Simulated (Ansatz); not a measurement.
System: BiVO4 (I4₁/a, No. 88, 12 atoms in the cell; start COD 9012062; high-temperature phase). Method: PBE in Ansatz (plane waves, PAW).

Numerical settings: plane-wave cutoff 520 eV, 10×10×10 k mesh, Fermi–Dirac smearing 0.01 eV, no spin polarisation, scalar-relativistic PAW data made under PBE.

Cell (measured lattice):

```yaml
crystal:
  lattice:
    - [-2.57350, 2.57350, 5.86080]
    - [2.57350, -2.57350, 5.86080]
    - [2.57350, 2.57350, -5.86080]
  atoms:
    - { symbol: Bi, position: [0.00000, 0.00000, 0.00000] }
    - { symbol: Bi, position: [0.75000, 0.25000, 0.50000] }
    - { symbol: V, position: [0.50000, 0.50000, 0.00000] }
    - { symbol: V, position: [0.25000, 0.75000, 0.50000] }
    - { symbol: O, position: [0.30910, 0.42310, 0.38900] }
    - { symbol: O, position: [0.67010, 0.55910, 0.38600] }
    - { symbol: O, position: [0.03410, 0.92010, 0.61100] }
    - { symbol: O, position: [0.17310, 0.28410, 0.61400] }
    - { symbol: O, position: [0.44090, 0.82690, 0.11100] }
    - { symbol: O, position: [0.07990, 0.69090, 0.11400] }
    - { symbol: O, position: [0.71590, 0.32990, 0.88900] }
    - { symbol: O, position: [0.57690, 0.96590, 0.88600] }
```

Problem. What does this level give for the band gap, smallest direct gap on the k points sampled and Γ–Γ gap?

Solution. 
* **band gap**: 2.23 eV
* **smallest direct gap on the k points sampled**: 2.31 eV
* **Γ–Γ gap**: 2.89 eV

Note: held by symmetry at 0 K, a high-temperature phase can be a saddle point; cell and atoms aren't relaxed at this level (largest force component 0.20 eV/Å, pressure 2.4 GPa).

Spin–orbit coupling is not included; with these elements it can move the gap by several tenths of an eV or more.

Static lattice: no zero-point or thermal effects.

It cost around 4 core-minutes (rough) of CPU time.

Ansatz is an electronic-structure program.
